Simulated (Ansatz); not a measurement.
System: TaGa3 (model structure, started from the Cu3Au type, Pm-3m, No. 221, 4 atoms in the cell). Method: LDA (Ansatz, a quantum-chemistry and plane-wave program, PAW).

Run with plane-wave cutoff 520 eV, 14×14×14 k mesh, Fermi–Dirac smearing 0.05 eV, scalar-relativistic PAW data made under PBE.

Cell (relaxed at this level):

```
CELL_PARAMETERS angstrom
      3.93666     0.00000     0.00000
      0.00000     3.93666     0.00000
      0.00000     0.00000     3.93666
ATOMIC_POSITIONS crystal
  Ga 0.00000 0.50000 0.50000
  Ga 0.50000 0.50000 0.00000
  Ga 0.50000 0.00000 0.50000
  Ta 0.00000 0.00000 0.00000
```

Question: What does this level give for the bulk modulus B0?

Answer: 
bulk modulus B0: 137 GPa

The run finds no gap.

Note: the bulk modulus is −V dP/dV from two relaxed cells at ±2 % in volume; the relaxation could raise the start's symmetry but not lower it, so the cell can be a saddle point.

Spin–orbit coupling is not included.

The computed numbers hold no vibrational or temperature effects.

A model structure was made by putting elements into a prototype or built by hand; it is no filed structure, need not be a known phase, and can be a saddle point held by its symmetry.
